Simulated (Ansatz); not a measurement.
Input and output of a dielectric-response calculation for AlN (P6_3mc, 4 atoms in the cell) (Ansatz, a quantum-chemistry and plane-wave program).

Level of theory: PBE (plane waves, PAW; Ansatz).

```yaml
crystal:
  lattice:
    - [1.54723, -2.67987, 0.00000]
    - [1.54723, 2.67987, 0.00000]
    - [0.00000, 0.00000, 4.95510]
  atoms:
    - { symbol: Al, position: [0.66667, 0.33333, 0.50000] }
    - { symbol: Al, position: [0.33333, 0.66667, 0.00000] }
    - { symbol: N, position: [0.66667, 0.33333, 0.88200] }
    - { symbol: N, position: [0.33333, 0.66667, 0.38200] }
```

Reference input (self-consistent single point, DFT, PBE, plane waves, default PAW files): basis.ecutwfc = 420 eV; kpoints.mp_grid.grid = 9 9 5; hamiltonian.xc = pbe; hamiltonian.pseudopotentials = {kind: paw} (the program's default PAW files); scf.occupations.method = fermi_dirac; scf.occupations.width = 0.05 eV. This run's input differs from it in these lines:

Ansatz 0.2 input:
```diff
@@ -11,3 +11,3 @@
 basis:
-  ecutwfc: 420.0 eV
+  ecutwfc: 250.0 eV
 kpoints:
@@ -21,8 +21,4 @@
   occupations:
-    method: fermi_dirac
-    width: 0.05 eV
-output:
-  forces: true
-  eigenvalues: true
-  stress: true
+    method: fixed
+dielectric: {}
```

The program printed (abridged):

```
SCF iter   1: F=—  HF=-1846.238856 eV  |F-HF|=—  |Δ(HF+E_count)|=         —  Δρ=2.86e-2  dr2=1.28e-1  ethr=1.77e-3  ⟨swp⟩=4.7  Hψ=7534  notcnv=0  defer=201
all-band conjugate gradients solve this SCF's bands
preconditioner: auto → none
SCF iter   2: F=—  HF=-1846.223650 eV  |F-HF|=—  |Δ(HF+E_count)|=   1.52e-2  Δρ=1.13e-2  dr2=2.45e-2  ethr=7.97e-4  ⟨swp⟩=2.5  Hψ=3332  notcnv=0  defer=230
SCF iter   3: F=—  HF=-1846.224896 eV  |F-HF|=—  |Δ(HF+E_count)|=   1.25e-3  Δρ=5.99e-3  dr2=2.59e-3  ethr=1.53e-4  ⟨swp⟩=2.5  Hψ=2321  notcnv=0  defer=230
SCF iter   4: F=—  HF=-1846.227751 eV  |F-HF|=—  |Δ(HF+E_count)|=   2.85e-3  Δρ=1.03e-3  dr2=7.22e-5  ethr=1.62e-5  ⟨swp⟩=3.0  Hψ=2530  notcnv=0  defer=230
SCF iter   5: F=—  HF=-1846.227894 eV  |F-HF|=—  |Δ(HF+E_count)|=   1.44e-4  Δρ=1.04e-4  dr2=8.06e-7  ethr=4.51e-7  ⟨swp⟩=2.9  Hψ=2687  notcnv=0  defer=11
SCF iter   6: F=—  HF=-1846.227896 eV  |F-HF|=—  |Δ(HF+E_count)|=   1.25e-6  Δρ=5.38e-6  dr2=3.04e-9  ethr=5.04e-9  ⟨swp⟩=2.1  Hψ=2079  notcnv=0
SCF iter   7: F=-1846.227896 eV  HF=-1846.227896 eV  |F-HF|=4.66e-11  |Δ(HF+E_count)|=   2.28e-9  Δρ=6.02e-7  dr2=7.72e-11  ethr=1.00e-12  ⟨swp⟩=4.4  Hψ=6197  notcnv=0
SCF 1 converged in 7 iterations: F = -1846.227896 eV  dr2 = 7.72e-11
DFPT response loops at Γ: preconditioner auto → none (the input reference at scf.mixing.eps_inf says where Resta's filter doesn't serve); β = 0.50 …
── the response to a field inside a basis, on 10×10×6 k-points: an SCF that follows is theirs, and a resumed run solves both again ──
Crystal: 4 atoms, lattice volume = 41.091 Å³
Bands: 9, of which v1, the nominal top of the filled ones, is band 8 counted from 1 (7 counted from 0)
k-points: 90 of 600 (irreducible under 4 space group operations, time reversal used)
Initial density: handed on by an earlier stage of this run
Initial wavefunctions: pseudopotential atomic-orbital guess (no wavefunctions were taken with the density)
Eigensolver: Dense (90 Hₖ)
   [... lines left out ...]
Free energy (F): -1846.227896 eV
Fermi energy:    7.350194 eV
   [... lines left out ...]
         0.00000    0.00000   -2.65448
    site 3:
        -2.49645    0.00000    0.00000
         0.00000   -2.49645   -0.00000
        -0.00000   -0.00000   -2.65448
  Z* charge neutrality: 3.777e-2 e pre-enforcement
  solved inside a basis spanned on kpoints, on 10×10×6 k-points, its susceptibility summed on 16×16×10 …
```

The run converged in 13 iterations. 

Summary of the result:
* **Free energy E − TS (on the zero of these files)**: -1846.2279 eV
* **Top of the valence band (on the code's own zero)**: 7.35 eV
* **Gap on the k-point mesh**: 4.19 eV
* **ε∞ at this k-point mesh, which may be far from converged in small-gap cells (xx, yy, zz)**: 4.41, 4.41, 4.64
* **Born charges at this mesh (mean of the diagonal, e)**: Al 2.55, Al 2.55, N -2.55, N -2.55

The starting cell has typed, rounded lattice constants, without a prior relaxation at this level. Its lattice was rescaled by up to half a per cent. The cutoff lies below the one recommended for these files.

Cost on one core of a shared machine: roughly 2 min.
